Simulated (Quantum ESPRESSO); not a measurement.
Input and output of a self-consistent single point for TePt (P6_3/mmc, 4 atoms in the cell) (Quantum ESPRESSO).

Computed with LDA (PZ), GBRV 1.5 ultrasoft (LDA) pseudopotentials (plane waves; Quantum ESPRESSO).

```xyz
4
Lattice="4.1798 0.0000 0.0000 -2.0899 3.6198 0.0000 0.0000 0.0000 5.5514" Properties=species:S:1:pos:R:3 pbc="T T T"
Te     2.0899     1.2066     4.1635
Te     0.0000     2.4132     1.3878
Pt     0.0000     0.0000     2.7757
Pt     0.0000     0.0000     0.0000
```

Reference input (self-consistent single point, DFT, LDA (PZ), plane waves, GBRV 1.5 ultrasoft (LDA) pseudopotentials): ecutwfc = 40 Ry; ecutrho = 320 Ry; occupations = smearing; smearing = cold; degauss = 0.0073499 Ry; potentials = {Te: te_lda_v1.uspp.F.UPF, Pt: pt_lda_v1.4.uspp.F.UPF}; K_POINTS = automatic 6 6 4 0 0 0; conv_thr = 1e-10 Ry; mixing_beta = 0.7. This run's input differs from it in these lines:

```diff
@@ -14,4 +14,4 @@
     ntyp = 2
-    ecutwfc = 40
-    ecutrho = 320
+    ecutwfc = 46
+    ecutrho = 368
     occupations = 'smearing'
```

Log, with long lists cut:

```
     Self-consistent Calculation

     iteration #  1     ecut=    46.00 Ry     beta= 0.70

     negative rho (up, down):  3.272E-01 0.000E+00

     total energy              =    -473.34002880 Ry
     estimated scf accuracy    <       2.43486708 Ry

     iteration #  2     ecut=    46.00 Ry     beta= 0.70

     negative rho (up, down):  3.401E-01 0.000E+00

     total energy              =    -474.00623915 Ry
     estimated scf accuracy    <       4.99751492 Ry

     iteration #  3     ecut=    46.00 Ry     beta= 0.70

     negative rho (up, down):  3.396E-01 0.000E+00

     total energy              =    -474.71818444 Ry
     estimated scf accuracy    <       0.04338190 Ry

   [... 6 blocks of this kind left out ...]

     iteration # 10     ecut=    46.00 Ry     beta= 0.70

     negative rho (up, down):  3.404E-01 0.000E+00

     total energy              =    -474.73965533 Ry
     estimated scf accuracy    <          9.3E-10 Ry

     iteration # 11     ecut=    46.00 Ry     beta= 0.70

     negative rho (up, down):  3.404E-01 0.000E+00
     End of self-consistent calculation

     the Fermi energy is    13.6554 ev

!    total energy              =    -474.73965533 Ry
     estimated scf accuracy    <          8.4E-13 Ry
     smearing contrib. (-TS)   =       0.00020830 Ry
     internal energy E=F+TS    =    -474.73986363 Ry

     convergence has been achieved in  11 iterations

     negative rho (up, down):  3.404E-01 0.000E+00

     Forces acting on atoms (cartesian axes, Ry/au):

     atom    1 type  1   force =     0.00000000   -0.00000000   -0.00000000
   [... zero for the other atoms too ...]

     Total force =     0.000000     Total SCF correction =     0.000000

     negative rho (up, down):  3.404E-01 0.000E+00
          total   stress  (Ry/bohr**3)                   (kbar)     P=       12.26
   0.00014344  -0.00000000  -0.00000000           21.10       -0.00       -0.00
  -0.00000000   0.00014344  -0.00000000           -0.00       21.10       -0.00
  -0.00000000  -0.00000000  -0.00003685           -0.00       -0.00       -5.42

   JOB DONE.
```

The run converged in 11 iterations. Against the reference run the free energy drops by 8.1 meV/atom and the pressure goes from 1.04 to 1.23 GPa.

The starting cell comes from a database of computed structures (which also holds hypothetical and non-ambient phases and stackings), without a prior relaxation at this level. Its lattice was rescaled by a random factor within 2.5 % of one. Spin polarisation is off.

Cost on one core of a shared machine: roughly 60 s.
